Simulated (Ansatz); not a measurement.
## A computed series for Cu: response to strain

The parent structure is Cu in the fcc (Cu type) structure (space group Fm-3m, No. 225; a = 3.564 Å; relaxed with 0.1 eV smearing). Axes: x, y, z lie along the cube axes.

Strains are applied to the cell and any free atomic positions relax.

Level of theory: PBEsol (Ansatz, a program for electronic structure, PAW, spin-orbit coupling left out).

Notes on the quantities. energy relative to the base: free energy F.

```json
[
 {"uniaxial strain ε_zz (%)": "-3", "energy relative to the base (meV/atom)": "7.0"},
 {"uniaxial strain ε_zz (%)": "-2.5", "energy relative to the base (meV/atom)": "4.8"},
 {"uniaxial strain ε_zz (%)": "-2", "energy relative to the base (meV/atom)": "3.1"},
 {"uniaxial strain ε_zz (%)": "-1.5", "energy relative to the base (meV/atom)": "1.7"},
 {"uniaxial strain ε_zz (%)": "-1", "energy relative to the base (meV/atom)": "0.7"},
 {"uniaxial strain ε_zz (%)": "-0.5", "energy relative to the base (meV/atom)": "?"},
 {"uniaxial strain ε_zz (%)": "0", "energy relative to the base (meV/atom)": "0.0"}
]
```

Question: Fit ΔE = Aε² + Bε³ (ε in %) to the rows shown and predict the withheld row.

Answer: Least squares on the printed values gives A = 0.737 and B = -0.014 meV/atom (largest residual 0.1 meV/atom); this predicts 0.2 meV/atom, and the run gives 0.2 meV/atom, in agreement.

Whether these cells are dynamically stable was not tested. All final runs are without spin polarisation.
